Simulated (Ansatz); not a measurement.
Start from GaN in the wurtzite structure (space group P6_3mc, No. 186).

```yaml
crystal:
  lattice:
    - [3.21861, 0.00000, 0.00000]
    - [-1.60931, 2.78740, 0.00000]
    - [0.00000, 0.00000, 5.24355]
  atoms:
    - { symbol: Ga, position: [0.66667, 0.33333, 0.00096] }
    - { symbol: Ga, position: [0.33333, 0.66667, 0.50096] }
    - { symbol: N, position: [0.66667, 0.33333, 0.62424] }
    - { symbol: N, position: [0.33333, 0.66667, 0.12424] }
```

The values are results of PBE/PAW in Ansatz (a program for electronic structure), scalar-relativistic without spin-orbit coupling, earlier PAW set, not measurements.

One change was made to it. Results:

```
quantity                              base        after
-----------------------------  -----------  -----------
band gap                           1.71 eV      1.74 eV
lattice parameter a                3.219 Å      3.213 Å
width of the top valence band      2.67 eV      2.68 eV
gap character                  direct at Γ  direct at Γ
```

Q: What was done to the base?
A. pressure 0.9 GPa
B. pressure 9 GPa
C. pressure −2 GPa
D. pressure 15 GPa
E. pressure 30 GPa

A: A, pressure 0.9 GPa. For comparison, the band gap in the other runs: pressure −2 GPa gives 1.63 eV; pressure 30 GPa gives 2.58 eV; pressure 9 GPa gives 2.02 eV; pressure 15 GPa gives 2.20 eV.

Load acts through the strain it causes; cell and atoms are relaxed under it. Stability against distortions was not tested. Tetrahedral semiconductors of this kind turn to denser phases somewhere between about 1 and 50 GPa; those were not computed, so compressed cells here can lie past the real transition.
